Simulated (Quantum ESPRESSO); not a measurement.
## Habitual settings against a tight run: Rb2SnHgTe4 (I-42m, 8 atoms in the cell)

Self-consistent single point.

```
CELL_PARAMETERS angstrom
     -4.44395     4.44395     3.73099
      4.44395    -4.44395     3.73099
      4.44395     4.44395    -3.73099
ATOMIC_POSITIONS crystal
  Rb 0.50000 0.00000 0.50000
  Rb 0.00000 0.50000 0.50000
  Sn 0.50000 0.50000 0.00000
  Hg 0.00000 0.00000 0.00000
  Te 0.90654 0.90654 0.33838
  Te 0.09346 0.43184 0.00000
  Te 0.56816 0.56816 0.66162
  Te 0.43184 0.09346 0.00000
```

Computed with PBEsol, GBRV 1.5 ultrasoft (PBESOL) pseudopotentials (plane waves; Quantum ESPRESSO).

Base settings: ecutwfc = 40 Ry; ecutrho = 200 Ry; occupations = fixed; K_POINTS = automatic 3 3 3 0 0 0; nbnd = 38; conv_thr = 1e-11 Ry.

Tight run (finer mesh or higher cutoff; not a proven limit): ecutwfc: 40 Ry → 56 Ry; ecutrho: 200 Ry → 280 Ry; conv_thr: 1e-11 Ry → 7.3e-11 Ry; K_POINTS: automatic 3 3 3 0 0 0 → automatic 5 5 5 0 0 0. It gave top of the valence band (on the code's own zero) 4.83 eV; gap on the k-point mesh 0.82 eV; pressure -0.49 GPa; largest force (vector length) 0.165 eV/Å.

Quick runs, as changes from the base:
- A: the base itself
- B: ecutwfc: 40 Ry → 24 Ry; ecutrho: 200 Ry → 120 Ry; conv_thr: 1e-11 Ry → 7.3e-05 Ry; K_POINTS: automatic 3 3 3 0 0 0 → automatic 3 3 3 1 1 1
- C: ecutwfc: 40 Ry → 32 Ry; ecutrho: 200 Ry → 160 Ry; K_POINTS: automatic 3 3 3 0 0 0 → automatic 2 2 2 1 1 1
- D: K_POINTS: automatic 3 3 3 0 0 0 → automatic 4 4 4 1 1 1
- E: ecutwfc: 40 Ry → 28 Ry; ecutrho: 200 Ry → 140 Ry; K_POINTS: automatic 3 3 3 0 0 0 → automatic 4 4 4 0 0 0

Dashes: pressure of B, not trusted under this conv_thr with d or f elements; time of B, under 30 s.

Gaps are read on each run's own mesh, which may miss the band edges.

The count of work is k-points × plane waves × bands × iterations; it is no time. Core times come from one kind of shared machine and are given to one figure; runs under 30 s give none.

The starting cell comes from a database of computed structures (which also holds hypothetical and non-ambient phases and stackings), without a prior relaxation at this level. Its lattice was rescaled by a random factor within 2.5 % of one. Spin-orbit coupling is off.

| run | energy less tight (meV/atom) | pressure less tight (GPa) | largest miss in a force vector (eV/Å) | gap on the mesh less tight (eV) | count of work / tight | core time / tight (rough) |
|---|---|---|---|---|---|---|
| A | 19.9 | 0.12 | 0.017 | 0.278 | 0.22 | 0.3 |
| B | 217.6 | – | 0.004 | -0.083 | 0.047 | – |
| C | 36.5 | -0.72 | 0.023 | 0.435 | 0.072 | 0.2 |
| D | 17.7 | 0.10 | 0.004 | 0.210 | 0.40 | 0.4 |
| E | 98.9 | -1.79 | 0.002 | -0.234 | 0.28 | 0.2 |

Among the runs at the tight run's level, the energy misses run from 17.7 to 217.6 meV/atom.

Left out of this page: 1 run of the series outside the window shown, repeating another row's setting, or not comparable.
